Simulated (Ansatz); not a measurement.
Fe under a change: pressure 9 GPa

Consider Fe in the bcc (W type) structure (space group Im-3m, No. 229; a = 2.832 Å; ferromagnetic).

The change: a hydrostatic pressure of 9 GPa.

Computed with PBE in Ansatz (plane waves to 420 eV, PAW, no spin-orbit coupling), earlier PAW set. k-mesh 23×23×23 (Γ-centred); smearing 0.05 eV (Fermi–Dirac).

| quantity | base | changed | shift |
|---|---|---|---|
| volume per atom | 11.35 Å³ | 10.88 Å³ | -0.47 Å³ |
| density | 8.17 g/cm³ | 8.52 g/cm³ | +0.35 g/cm³ |
| lattice parameter a | 2.832 Å | 2.792 Å | -0.040 Å |
| shortest interatomic distance | 2.452 Å | 2.418 Å | -0.034 Å |
| enthalpy H = E + PV relative to the base's energy | – | +0.62 eV/atom | – |
| band gap | zero | zero | – |
| magnetic state | ferromagnetic | ferromagnetic | – |

Final structure:

```
CELL_PARAMETERS angstrom
     -1.39591     1.39591     1.39591
      1.39591    -1.39591     1.39591
      1.39591     1.39591    -1.39591
ATOMIC_POSITIONS crystal
  Fe 0.00000 0.00000 0.00000
```

Other magnetic orders, which the real material may have, were not ruled out. Load acts through the strain it causes; cell and atoms are relaxed under it. No phonon test of stability was made. Competing high-pressure phases were not computed.

Ansatz is a quantum-chemistry and plane-wave program.
